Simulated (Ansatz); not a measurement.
## Short convergence ladders for LaPt (Cm, 4 atoms in the cell)

```
LaPt
1.0
    2.00247    -5.61083     0.00000
    2.00247     5.61083     0.00000
    0.00000     0.00000     4.56904
La Pt
2 2
Direct
  0.86438   0.13562   0.76094
  0.13562   0.86438   0.25000
  0.59120   0.40880   0.75000
  0.40880   0.59120   0.25000
```

Base method: LDA (PW92), default PAW files made with PBE (plane waves; Ansatz, a first-principles code).

Base settings: basis.ecutwfc = 420 eV; kpoints.mp_grid.grid = 7 7 5; hamiltonian.xc = lda; hamiltonian.pseudopotentials = {kind: paw} (the program's default PAW files); scf.occupations.method = gaussian; scf.occupations.width = 0.1 eV.

The count of work is k-points × plane waves × bands × iterations; it is no time. Core times come from one kind of shared machine, to one figure; runs under 30 s give none.

**Shifted k-point meshes**

In this ladder: kpoints.mp_grid.shift = 0.5 0.5 0.5.

Only quantities that move along the ladder and can be compared are tabulated.

```tsv
kpoints.mp_grid.grid	free energy less the last step's (meV/atom)	pressure (GPa)	largest difference of a force vector from the last step's (eV/Å)	count of work / last
2 2 1	330.95	-3.72	0.709	0.0041
3 3 2	91.76	-6.61	0.466	0.011
4 4 3	-3.78	-6.97	0.061	0.025
5 5 4	-3.76	-6.79	0.028	0.048
7 7 6	0.48	-6.74	0.024	0.13
14 14 12	0.00	-6.80	0.000	1.0
```

Coarsest kpoints.mp_grid.grid that holds the pressure within 1 GPa of the last step, with all finer ones: 3 3 2, at 0.011 of the last step's count of work; the step before is off by 3.1 GPa.

Coarsest kpoints.mp_grid.grid that holds the free energy within 5 meV/atom of the last step, with all finer ones: 4 4 3, at 0.025 of the last step's count of work; the step before is off by 92 meV/atom.

Coarsest kpoints.mp_grid.grid that holds the forces within 0.02 eV/Å: not settled: the last two steps still differ by 0.024 eV/Å, over half the tolerance, so the ladder does not show it.

Two neighbours can agree and both be off: 4 4 3 and 5 5 4 differ by 0.02 meV/atom in the free energy, yet lie about 3.8 meV/atom from the last step.

**The k-point mesh at a smearing width of 0.3 eV**

In this ladder: scf.occupations.width = 0.3 eV.

Only quantities that move along the ladder and can be compared are tabulated.

| kpoints.mp_grid.grid | free energy less the last step's (meV/atom) | pressure (GPa) | largest difference of a force vector from the last step's (eV/Å) | count of work / last | core time / last (rough) |
|---|---|---|---|---|---|
| 3 3 3 | 18.83 | -6.62 | 0.147 | 0.018 | – |
| 4 4 3 | -4.46 | -6.58 | 0.044 | 0.027 | – |
| 5 5 4 | 6.73 | -6.61 | 0.008 | 0.052 | – |
| 7 7 6 | -0.62 | -6.78 | 0.022 | 0.14 | 0.2 |
| 10 10 8 | -0.13 | -6.75 | 0.001 | 0.36 | 0.4 |
| 14 14 12 | 0.00 | -6.75 | 0.000 | 1.0 | 1 |

Coarsest kpoints.mp_grid.grid that holds the pressure within 0.05 GPa of the last step, with all finer ones: 7 7 6, at 0.14 of the last step's count of work and about 0.2 of the last step's time; the step before is off by 0.15 GPa.

Coarsest kpoints.mp_grid.grid that holds the free energy within 1 meV/atom of the last step, with all finer ones: 7 7 6, at 0.14 of the last step's count of work and about 0.2 of the last step's time; the step before is off by 6.7 meV/atom.

Coarsest kpoints.mp_grid.grid that holds the forces within 0.02 eV/Å of the last step, with all finer ones: 10 10 8, at 0.36 of the last step's count of work and about 0.4 of the last step's time; the step before is off by 0.022 eV/Å.

On the base run: the starting cell comes from a database of computed structures (which also holds hypothetical and non-ambient phases and stackings), without a prior relaxation at this level. Its lattice was rescaled by up to half a per cent. One atom was moved a little off its site on purpose. Spin polarisation is off. In the base run, with a pressure of about -7 GPa the cell is away from its equilibrium volume at this level. Ansatz's pressure includes its estimate of the finite-basis (Pulay) stress.

Keys are those of Ansatz 0.2.
